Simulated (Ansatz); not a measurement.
## Ansatz run on TiCo (P4mm, 2 atoms in the cell): self-consistent single point

Method: LDA (PW92), default PAW files made with PBE (plane waves; Ansatz, an electronic-structure program).

This input was run:

Ansatz 0.2 input:
```yaml
# TiCo
crystal:
  lattice:
    - [2.981030, 0.000000, 0.000000]
    - [0.000000, 2.981030, 0.000000]
    - [0.000000, 0.000000, 2.981030]
  atoms:
    - { symbol: Ti, position: [0.000000, 0.000000, 0.016773] }
    - { symbol: Co, position: [0.500000, 0.500000, 0.500000] }
basis:
  ecutwfc: 420.0
kpoints:
  mp_grid: { grid: [11, 11, 11] }
hamiltonian:
  xc: lda
  pseudopotentials: { kind: paw }
scf:
  occupations: { method: fermi_dirac, width: 0.1 }
output:
  forces: true
  eigenvalues: true
  stress: true
```

The program printed (abridged):

```
WARN ansatz: RAYON_NUM_THREADS=1 ignored (pool sized by the plan → 1); use --threads N
Pseudopotentials: kind: paw
Pseudopotential: Ti, paw, valence charge 12
Pseudopotential: Co, paw, valence charge 17
Crystal: 2 atoms, lattice volume = 26.491 Å³
Basis set: ecut = 420 eV, 485 PW (Γ)
Bands: 19, of which v1, the nominal top of the filled ones, is band 15 counted from 1 (14 counted from 0)
Symmetry: 8 space group operations
Space group: P4mm (ITA 99), of the structure as read, at distance tolerance 3.0e-5 Å
k-points: 126 of 1331 (time reversal used)
PAW frozen core: Ti, regenerated for the run's functional, and the local potential with it
PAW frozen core: Co, regenerated for the run's functional, and the local potential with it
Initial density: superposition of atomic densities (neutral atoms: chi_scale 0, normalization atom), corrected by the library's trained network
Initial wavefunctions: pseudopotential atomic-orbital guess
Eigensolver: davidson
Functional: x = slater, c = lda
SCF iter   1: F=—  HF=-7513.910549 eV  |F-HF|=—  |Δ(HF+E_count)|=         —  Δρ=1.40e-2  dr2=2.09e-2  ethr=1.77e-3  ⟨swp⟩=3.6  Hψ=9083  notcnv=0
all-band conjugate gradients solve this SCF's bands
preconditioner: auto → none
SCF iter   2: F=—  HF=-7513.907507 eV  |F-HF|=—  |Δ(HF+E_count)|=   3.04e-3  Δρ=4.34e-3  dr2=2.52e-3  ethr=7.19e-5  ⟨swp⟩=2.8  Hψ=4597  notcnv=0
SCF iter   3: F=—  HF=-7513.907257 eV  |F-HF|=—  |Δ(HF+E_count)|=   2.50e-4  Δρ=1.86e-3  dr2=5.70e-4  ethr=8.70e-6  ⟨swp⟩=2.2  Hψ=4250  notcnv=0
SCF iter   4: F=—  HF=-7513.907229 eV  |F-HF|=—  |Δ(HF+E_count)|=   2.84e-5  Δρ=6.78e-4  dr2=6.97e-5  ethr=1.97e-6  ⟨swp⟩=1.3  Hψ=2486  notcnv=0
SCF iter   5: F=—  HF=-7513.907215 eV  |F-HF|=—  |Δ(HF+E_count)|=   1.38e-5  Δρ=7.93e-5  dr2=9.30e-7  ethr=2.40e-7  ⟨swp⟩=1.6  Hψ=2825  notcnv=0
SCF iter   6: F=-7513.907215 eV  HF=-7513.907215 eV  |F-HF|=8.47e-9  |Δ(HF+E_count)|=   5.28e-8  Δρ=8.44e-6  dr2=1.10e-8  ethr=3.45e-10  ⟨swp⟩=5.4  Hψ=10126  notcnv=0
SCF 1 converged in 6 iterations: F = -7513.907215 eV  dr2 = 1.10e-8
SCF converged after 6 iterations
Free energy (F): -7513.907215 eV
Harris-Foulkes:  -7513.907215 eV  (|F-HF|=8.47e-9)
Internal energy: -7513.818257 eV  (E = F + TS)
E sigma→0 (E₀):  -7513.862736 eV
Entropy (-TS):   -0.088959 eV (-44.479 meV/atom)
Fermi energy:    16.327629 eV
--- Per-component energies (eV) ---
  E_band       = -404.034291
  E_kinetic    = 729.852984
  E_local      = -3886.623634  (includes V_loc(G=0)·N_el)
  E_nonlocal   = 469.704270
  E_hartree    = 1636.478657
  E_xc         = -255.289689
  E_vxc        = -327.576378  (∫ρ·V_xc dr)
  E_paw        = -2451.822422  (= ΣΔE_a)
  E_vpaw       = -662.348218  (= ΣTr[D̂ρ^β])
  E_aug_tail   = 0.000119  (compensation charges beyond the density's cutoff)
  E_ewald      = -3756.862742
  E_core_change = 0.744201  (= ΣΔE_core)
  E_smearing   = -0.088959  (= −TS)
  E_closure    = -0.000000  (closes the sum)
  Σ components = -7513.907215   (vs F -7513.907215, Δ=0.00e0)
--- Forces (eV/Å), atoms counted from 1 ---
  atom   1  Ti     0.00000000     0.00000000    -0.16607655
  atom   2  Co    -0.00000000     0.00000000     0.16610178
  max |Σ_I F_I| component: 2.52e-5 eV/Å
--- Stress (GPa, compression-positive) ---
      -14.069646       0.000000       0.000000
        0.000000     -14.069646       0.000000
        0.000000       0.000000     -14.141097
  P = ⅓ Tr σ = -14.0935 GPa (-140.935 kbar)
  The stress holds the Pulay correction. Without it, at fixed plane waves, as pw.x and ABINIT print it: P = -14.2362 GPa
--- Band table (eV; the first three rows and the last of 126) ---
  k-point 0: bands = ["-77.8312", "-41.5215", "-41.5215", "-41.5201", "-40.2095", "-16.6165", "-16.6159", "-16.6159", "8.7005", "12.5545", "12.5654", "14.8965", "14.9054", "14.9054", "17.1058", "17.1254", "19.0895", "19.0895", "19.0989"]
  k-point 1: bands = ["-77.8311", "-41.5234", "-41.5213", "-41.5213", "-40.2053", "-16.6421", "-16.6141", "-16.6141", "8.8653", "12.6279", "12.6410", "14.8943", "14.8943", "14.9269", "17.0407", "17.1385", "18.8639", "18.8639", "19.0614"]
  k-point 2: bands = ["-77.8307", "-41.5323", "-41.5208", "-41.5208", "-40.1941", "-16.7103", "-16.6093", "-16.6093", "9.3451", "12.8354", "12.8416", "14.8680", "14.8680", "15.0110", "16.7956", "17.2026", "18.3375", "18.3375", "18.9580"]
  k-point 125: bands = ["-77.8266", "-41.5411", "-41.5410", "-41.5395", "-40.1146", "-16.8481", "-16.8475", "-16.8475", "13.8058", "13.9179", "13.9198", "14.2563", "14.2732", "14.2835", "15.8281", "15.8296", "19.3814", "19.3821", "23.3828"]
```

The run converged in 6 iterations.

The starting cell has typed, rounded lattice constants, without a prior relaxation at this level. Its lattice was rescaled by up to half a per cent. One atom was moved a little off its site on purpose. Spin polarisation is off. With a pressure of about -14 GPa the cell is away from its equilibrium volume at this level. Ansatz's pressure includes its estimate of the finite-basis (Pulay) stress.
